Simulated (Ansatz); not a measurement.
Take RbTlF3 (space group Fm-3m, No. 225; a = 9.4511 Å; a cell from a computed database, its experimental status unchecked) as the base. Axes: x, y, z lie along the cube axes.

The change: uniaxial stress, 1 GPa tension along z, with the cell and atoms free to relax against it.

All numbers come from PBEsol (Ansatz, a program for electronic structure), without spin-orbit coupling.

### Question
Give the band edges at the high-symmetry points of the new zone, measured from its valence-band maximum.

### Answer
```tsv
point	valence edge (eV)	conduction edge (eV)
Γ	-2.07	3.19
X	0.00	2.60
P	-0.03	2.32
N	-0.68	1.80
M	-0.09	2.64
S	-0.14	2.28
S₀	-0.14	2.28
R	-0.07	2.30
G	-0.07	2.30
```

The gap is 1.80 eV, indirect, X → N.

Spin-orbit coupling, missing from the scalar runs, can matter with Tl. Load acts through the strain it causes; cell and atoms are relaxed under it. Beyond what the load breaks, stability against distortions was not tested. k-point labels follow each cell's own Brillouin zone.
